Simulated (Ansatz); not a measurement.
**Ca, element substitutions**

The reference is Ca in the fcc (Cu type) structure (space group Fm-3m, No. 225; a = 5.455 Å).

Each row replaces one element on all its sites; cell and atoms are relaxed.

The values are results of plane-wave PAW DFT at the PBEsol level (Ansatz, a program for electronic structure, 420 eV), without spin-orbit coupling, not measurements.

For the base:

* **Lattice parameter a**: 5.455 Å

Question: The aim is a lattice parameter a between 7.235 Å and 7.989 Å. Which of these changes reaches it?
A) Ca → Ba
B) Ca → Be
C) Ca → Cs

Answer: C, Ca → Cs. It gives 7.578 Å; Ca → Ba gives 6.155 Å; Ca → Be gives 3.148 Å. Changes not listed may reach it too

Whether these cells are dynamically stable was not tested. As relaxed here, Be is a hypothetical phase, not in the database extracts checked. For Ba in this form, whether it has been made was not checked. All final runs are without spin polarisation. This is not the structure that Ba has at room temperature and ambient pressure. This is not the structure that Cs has at room temperature and ambient pressure.
